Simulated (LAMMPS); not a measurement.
C (diamond structure) at 4400 K and zero pressure, started from the melt, with several potentials, in cells of their own sizes.

Models:
- CH.rebo: classical MD, pair style rebo, file CH.rebo (LAMMPS)
- MEAM SiC.meam: classical MD, pair style meam, file SiC.meam (LAMMPS)
- SiC.gw: classical MD, pair style gw, file SiC.gw (LAMMPS)

```
potential       state                 volume  first peak of g(r)       coordination number  self-diffusion coefficient of C (not corrected for cell size)  rough cost (ms per atom and simulated ps)
-------------  ------  ---------------------  ------------------  ------------------------  -------------------------------------------------------------  -----------------------------------------
MEAM SiC.meam  liquid  7.265 ± 0.005 Å³/atom  1.86 Å, height 2.2  7.55 (counted to 2.38 Å)                                    (1.68 ± 0.07) × 10^-4 cm²/s                                   10 to 30
CH.rebo        liquid    8.89 ± 0.03 Å³/atom  1.48 Å, height 2.9  3.09 (counted to 1.94 Å)                                    (1.35 ± 0.07) × 10^-5 cm²/s                                    3 to 10
SiC.gw         liquid   10.85 ± 0.02 Å³/atom  1.76 Å, height 1.9  4.10 (counted to 2.30 Å)                                    (3.07 ± 0.08) × 10^-4 cm²/s                                    3 to 10
```

Costs are rough: whole-run CPU time with set-up and analysis, from shared machines, in bands a factor of about three wide.

Caution: the potential MEAM SiC.meam is made for SiC, not for the elements.

Caution: at ambient pressure real C sublimes or decomposes before or as it melts, so this liquid is the model's.

Caution (rows MEAM SiC.meam; CH.rebo): a run this short can hold a crystal over, or a liquid under, the potential's own melting point, which these runs don't give.

Caution: the potential SiC.gw is made for SiC, not for the elements.

Caution: with SiC.gw the 0 K volume of this crystal is 28 % off the measured one.

States go by the mean squared displacement: a species diffuses where it passes 1.5 Å², still rises and gives D over 1e-6 cm²/s; a crystal has left its structure where atoms lie 0.35 Å off their sites on average or a cubic box changes its shape by 3 %, or the axial ratios of another lie 8 % off the starting cell's, which the potential's own relaxation can also do.

Errors of D are the spread over four groups of atoms in one short run; a floor of about 5 %, a picked value, is safer.

Errors shown are sampling errors alone.
